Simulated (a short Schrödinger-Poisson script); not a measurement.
Structure: gated Al0.4Ga0.6As/GaAs modulation-doped gas, at 300 K.

```tsv
layer	material	thickness (nm)	Nd (cm⁻³)	Na (cm⁻³)
1	Al0.4Ga0.6As	10	-	-
2	Al0.4Ga0.6As	10	2.6e18	-
3	Al0.4Ga0.6As	2	-	-
4	GaAs	6000	-	2e15
```

Constants are typed, rounded textbook-type inputs, not results; the design itself was drawn at random and stands for no fabricated device. Al0.4Ga0.6As: permittivity 11.76, conduction-band edge (eV) 0.316, gap (eV) 1.923, electron mass (mₑ) 0.1002, Nv at 300 K (cm⁻³) 9e18. GaAs: permittivity 12.9, conduction-band edge (eV) 0, gap (eV) 1.424, Nv at 300 K (cm⁻³) 9e18.

Channel valleys (confinement mass, in-plane density-of-states mass, number): Γ 0.067, 0.067, 1. At the gate the conduction-band edge of layer 1 lies 1.07 eV − eVg above the Fermi level of the channel; the field vanishes at the back. Donor level 0.006 eV below the band edge. The barrier under the gate holds no holes. Gaps are held at their typed values at every temperature. Mesh 0.08 nm at interfaces.

Solved with a short Schrödinger-Poisson script written for these runs: 1D Poisson equation in equilibrium, electrons quantum, Hartree plus LDA exchange-correlation (BenDaniel-Duke, 40 states a valley, the channel's in-plane mass for all, wave functions free to enter the barrier), parabolic valleys, classical holes, donors ionised by Fermi statistics, acceptors fully, no traps, pinning or gate leakage.

The same stack at other levels of the model or other numerical settings:

```tsv
run	sheet density of all electrons at Vg = 0.5 V (cm⁻²)	capacitance at Vg = 0.5 V (μF/cm²)	centroid of the channel electrons at Vg = 0.5 V (nm)	gate voltage at 1e11 electrons/cm² (V)	rough cost against the base
base	6.62e11	0.370	8.16	0.22	about 1
electrons treated as classical, Boltzmann	7.18e11	…	5.70	0.22	0.03
electrons treated as classical, Fermi-Dirac	…	0.371	…	0.22	0.1
electrons treated as quantum, Hartree	6.41e11	0.365	8.54	0.23	0.7
mesh six times as coarse	6.62e11	0.370	8.18	0.22	0.3
one subband a valley	6.39e11	0.369	5.49	0.24	0.3
```

Question: What belongs in the gaps?

Answer: 
- electrons treated as classical, Boltzmann, capacitance at Vg = 0.5 V (μF/cm²): 0.402
- electrons treated as classical, Fermi-Dirac, centroid of the channel electrons at Vg = 0.5 V (nm): 6.86
- electrons treated as classical, Fermi-Dirac, sheet density of all electrons at Vg = 0.5 V (cm⁻²): 6.79e11

The classical rows ignore confinement, and Boltzmann statistics overrate the density once the band edge passes the Fermi level.
